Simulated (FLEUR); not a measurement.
Input and output of a self-consistent single point for LaMg6Nb (Amm2, 8 atoms in the cell) (FLEUR).

Computed with PBEsol, all-electron FLAPW (FLEUR), scalar-relativistic valence run with FLEUR.

The change in words: lattice scaled by 0.98. Reference geometry:
```
CELL_PARAMETERS angstrom
      5.07303     0.00000     0.00000
      0.00000     3.25044     5.78244
      0.00000    -3.25044     5.78244
ATOMIC_POSITIONS crystal
  La 0.00000 0.80737 0.80737
  Mg 0.00000 0.81032 0.33814
  Mg 0.00000 0.33814 0.81032
  Mg 0.00000 0.33328 0.33328
  Mg 0.50000 0.66642 0.18792
  Mg 0.50000 0.18792 0.66642
  Mg 0.50000 0.16928 0.16928
  Nb 0.50000 0.68725 0.68725
```

Reference input (self-consistent single point, DFT, PBEsol, all-electron FLAPW (FLEUR), scalar-relativistic valence): Kmax = 4 1/bohr; GmaxXC = 12 1/bohr; xcFunctional = PBEs; jspins = 1; l_soc = F; mode = gauss; fermiSmearingEnergy = 0.00734986 Htr; mesh (inpgen div1-3) = 4 3 3; inpgen gamma flag = true; Gmax = 12 1/bohr; numbands = 0; maxIterBroyd = 15. This run's input differs from it in these lines:

```diff
@@ -3,5 +3,5 @@
 &input film=f /
-9.5866448809 0.0000000000 0.0000000000
-0.0000000000 6.1424451640 10.9272222629
-0.0000000000 -6.1424451640 10.9272222629
+9.3949113786 0.0000000000 0.0000000000
+0.0000000000 6.0195959583 10.7086773263
+0.0000000000 -6.0195959583 10.7086773263
 1.0
@@ -50,5 +50,5 @@
          <bravaisMatrix>
-            <row-1>    9.5866448808999998     0.0000000000000000     0.0000000000000000</row-1>
-            <row-2>    0.0000000000000000     6.1424451639999997    10.9272222629000009</row-2>
-            <row-3>    0.0000000000000000    -6.1424451639999997    10.9272222629000009</row-3>
+            <row-1>    9.3949113785999998     0.0000000000000000     0.0000000000000000</row-1>
+            <row-2>    0.0000000000000000     6.0195959583000000    10.7086773263000001</row-2>
+            <row-3>    0.0000000000000000    -6.0195959583000000    10.7086773263000001</row-3>
          </bravaisMatrix>
```

Output (repeated stretches shortened):

```
 Iteration:     1   Distance:       8.92599138 me/bohr^3
 Iteration:     2   Distance:       6.16616502 me/bohr^3
 Iteration:     3   Distance:       4.16326152 me/bohr^3
 Iteration:     4   Distance:       2.88946789 me/bohr^3
 Iteration:     5   Distance:       1.99860404 me/bohr^3
   [... 15 lines left out ...]
 Iteration:    21   Distance:       0.00015501 me/bohr^3
 Iteration:    22   Distance:       0.00007573 me/bohr^3
 Iteration:    23   Distance:       0.00001477 me/bohr^3
 Iteration:    24   Distance:       0.00000376 me/bohr^3
 Reset of history
 Run finished successfully
 Stop message:
   Structural relaxation: new displacements generated

[file out, last iteration]
             iter=     25
[...]
          total density-effective poten   -2.2382897143E+04
          total charge density-energy d   -4.1393454895E+02
 Updated energy parameters for spin:           1
[...]
 fermi energy and band-weighting factors:

[...]
FERMIE:
          first approx. to ef    (T=0)  :   0.226718 htr   (energy of the highest occ. eigenvalue)
          number of occ. states  (T=0)  :        505
          first approx. to seigv (T=0)  : -88.305467 htr
          sum of weights of occ. states :  42.083333
          sum of semicore charge        :   0.000000 e
          fermi energy=   0.22617 har   work function=  -6.15433 ev
          number of valence electrons=  84.00000
   [... lines left out ...]
          total moment                 =     0.00000
 Direct bandgap for spin            1 :    6.5706035991303369E-003  Htr
 ---->    free energy=                    -13512.1431763064 htr
   [... lines left out ...]
 TOTAL FORCE FOR ATOM TYPE=  4  X=  4.697   Y= -3.139   Z= -1.560
                       FX_TOT= 0.000000 FY_TOT= 0.001388 FZ_TOT= 0.001657
 TOTAL FORCE FOR ATOM TYPE=  5  X=  4.697   Y=  0.000   Z=  3.626
                       FX_TOT= 0.000000 FY_TOT= 0.000000 FZ_TOT= 0.001191
 TOTAL FORCE FOR ATOM TYPE=  6  X=  4.697   Y=  0.000   Z= -6.698
                       FX_TOT= 0.000000 FY_TOT= 0.000000 FZ_TOT= 0.003950
```

The run converged in 24 iterations. FLEUR gives forces in its relaxation mode, with a further iteration, so its stop message speaks of a relaxation. Against the reference run the total energy goes down by 3.8 meV/atom.

The starting cell comes from a database of computed structures (which also holds hypothetical and non-ambient phases and stackings), without a prior relaxation at this level. Its lattice was rescaled by a random factor within 2.5 % of one. For this run, on top of that: lattice scaled by 0.98. Spin polarisation is off. Values depend on the basis (sphere radii, cutoffs, local orbitals), which need not be converged. The log's line on a gap gives a spacing of levels on this mesh, which the program prints for metals too.

Cost on one core of a shared machine: roughly 9 min.
